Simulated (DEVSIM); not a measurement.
System: abrupt Si n-p junction, at 300 K.

Layer 1 from the left is Si, thickness (μm) 28.0, Nd (cm⁻³) 1.2e18, τn (s) 2.4e-7, τp (s) 2.4e-7. Layer 2 from the left is Si, thickness (μm) 150, Na (cm⁻³) 7e15, τn (s) 2.4e-7, τp (s) 2.4e-7.

Left contact: ohmic. Right contact: ohmic. Voltage is applied to the left contact. Recombination: SRH at mid-gap, radiative. Mobility is μmin + (μ − μmin)/(1 + (N/Nref)^α).

The device is made up for the run: typed textbook-type constants, with dimensions and the other settings drawn at random. Values at 300 K.

Si: gap (eV) 1.124, affinity (eV) 4.05, permittivity 11.7, Nc (cm⁻³) 2.86e19, Nv (cm⁻³) 3.1e19, μn (cm²/Vs) 1417, μp (cm²/Vs) 470, μn,min 52, μp,min 45, Nref,n 9.7e16, Nref,p 2.2e17, αn 0.68, αp 0.72, B (cm³/s) 4.7e-15.

Simulated with DEVSIM: 1D drift-diffusion, Boltzmann statistics, complete ionisation; no tunnelling, impact ionisation, image-force lowering or self-heating.

Dark forward current:

```tsv
|V| (V)	|J| (A/cm²)
0.05	2.151e-8
0.10	7.727e-8
0.15	2.352e-7
0.20	7.116e-7
0.25	2.301e-6
0.30	8.519e-6
0.35	3.807e-5
0.40	0.0002040
0.45	0.001239
0.50	0.008017
0.55	0.05163
0.60	0.2807
0.65	0.9811
0.70	2.216
0.75	3.885
0.80	5.953
0.85	8.438
0.90	11.39
0.95	14.87
1.00	18.96
1.05	23.73
1.10	29.27
1.15	35.66
1.20	42.99
1.25	51.36
1.30	60.85
```

Question: Work out the local ideality factor n = ΔV / (kT/q · ln(J2/J1)) between the rows 0.15 and 0.20 V, 0.45 and 0.50 V, 1.25 and 1.30 V.

Answer: kT/q = 25.85 mV. From 0.15 to 0.20 V: ln(7.116e-7/2.352e-7) = 1.107, n = 1.75. From 0.45 to 0.50 V: ln(0.008017/0.001239) = 1.867, n = 1.04, near the 1 of diffusion or emission over a barrier. From 1.25 to 1.30 V: ln(60.85/51.36) = 0.170, n = 11.41.

Question: Estimate the current at 0.50 V from the Shockley equation with J0 = Σ q ni² D/(N L) coth(W/L), τ joining the SRH, radiative and Auger lifetimes that are on, and W taken as the whole layer.

Answer: ni² = 1.16e20 cm⁻⁶; holes in the n layer: μ = 142 cm²/Vs, D = 3.66 cm²/s, τ = 2.40e-7 s, L = 9.37 μm, W/L = 3.0, term 6.08e-14 A/cm²; electrons in the p layer: μ = 1220 cm²/Vs, D = 31.6 cm²/s, τ = 2.40e-7 s, L = 27.5 μm, W/L = 5.4, term 3.04e-11 A/cm². J0 = 3.05e-11 A/cm², and J = J0 exp(qV/kT) = 0.00766 A/cm². The simulation gives 0.00802 A/cm²; the estimate lies 4.5 % below. The estimate leaves out recombination in the depletion region and that region's share of W.
